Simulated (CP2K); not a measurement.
A self-consistent single point of Cs (Im-3m, 1 atom in the cell) with CP2K.

Method of the run: PBE, GPW, DZVP-MOLOPT-SR-GTH basis, GTH-PBE potentials (GTH_POTENTIALS) in CP2K.

```
CELL_PARAMETERS angstrom
      5.44955     0.00000     0.00000
     -1.81652     5.13788     0.00000
     -1.81652    -2.56894     4.44954
ATOMIC_POSITIONS crystal
  Cs 0.00000 0.00000 0.00000
```

Reference input (self-consistent single point, DFT PBE, GPW, DZVP-MOLOPT-SR-GTH basis, GTH-PBE potentials (GTH_POTENTIALS)): CUTOFF = 500 Ry; REL_CUTOFF = 60 Ry; SMEAR/METHOD = FERMI_DIRAC; ELECTRONIC_TEMPERATURE = 1160.45 K; KPOINTS/SCHEME = MONKHORST-PACK 6 6 6; GAMMA_CENTERED = T; XC_FUNCTIONAL = PBE; Cs/BASIS_SET = DZVP-MOLOPT-SR-GTH-q9; Cs/POTENTIAL = GTH-PBE-q9; METHOD = GPW; EPS_DEFAULT = 1e-10; NGRIDS = 5. This run's input differs from it in these lines:

```diff
@@ -35,3 +35,3 @@
         METHOD FERMI_DIRAC
-        ELECTRONIC_TEMPERATURE [K] 1160.45
+        ELECTRONIC_TEMPERATURE [K] 348.14
       &END SMEAR
@@ -39,4 +39,3 @@
     &KPOINTS
-      SCHEME MONKHORST-PACK 6 6 6
-      GAMMA_CENTERED T
+      SCHEME MONKHORST-PACK 7 7 7
     &END KPOINTS
```

Log, with long lists cut:

```
 SCF WAVEFUNCTION OPTIMIZATION

  Step     Update method      Time    Convergence         Total energy    Change
     1 NoMix/Diag. 0.20E+00      -     0.51425022       -20.1533125610 -2.02E+01
     2 Broy./Diag. 0.20E+00      -     0.00194331       -20.1530370127  2.76E-04
     3 Broy./Diag. 0.20E+00      -     0.00975871       -20.1389810742  1.41E-02
     4 Broy./Diag. 0.20E+00      -     0.00022387       -20.1335922784  5.39E-03
     5 Broy./Diag. 0.20E+00      -     0.00027737       -20.1357435459 -2.15E-03
     6 Broy./Diag. 0.20E+00      -     0.00000098       -20.1360688433 -3.25E-04
  *** SCF run converged in     6 steps ***

  Overlap energy of the core charge distribution:               0.00000000000000
  Self energy of the core charge distribution:                -42.31421876608173
  Core Hamiltonian energy:                                      8.16463520508642
  Hartree energy:                                              17.15164133181916
  Exchange-correlation energy:                                 -3.13798765187113
  Electronic entropic energy:                                  -0.00013896223373
  Fermi energy:                                                 0.05550966995918

  Total energy:                                               -20.13606884325291
  Total energy (extrapolated to T->0):                        -20.13599936213604

                     Mulliken Population Analysis

   [... lines left out ...]

 STRESS| Analytical stress tensor [bar]
 STRESS|                        x                   y                   z
 STRESS|      x       -2.53362073255E+02  -1.36787147182E-03   3.41416964802E-04
 STRESS|      y       -1.36787147182E-03  -2.53360944568E+02  -3.31031873676E-04
 STRESS|      z        3.41416964802E-04  -3.31031873676E-04  -2.53364646073E+02
 STRESS| 1/3 Trace                                            -2.53362554632E+02
```

The run converged in 6 iterations. Against the reference run the free energy rises by 13.9 meV/atom and the pressure moves little (-0.02 to -0.03 GPa).

The starting cell comes from a database of computed structures (which also holds hypothetical and non-ambient phases and stackings), without a prior relaxation at this level. Its lattice was rescaled by a random factor within 2.5 % of one. Values carry the incompleteness of an atom-centred basis.
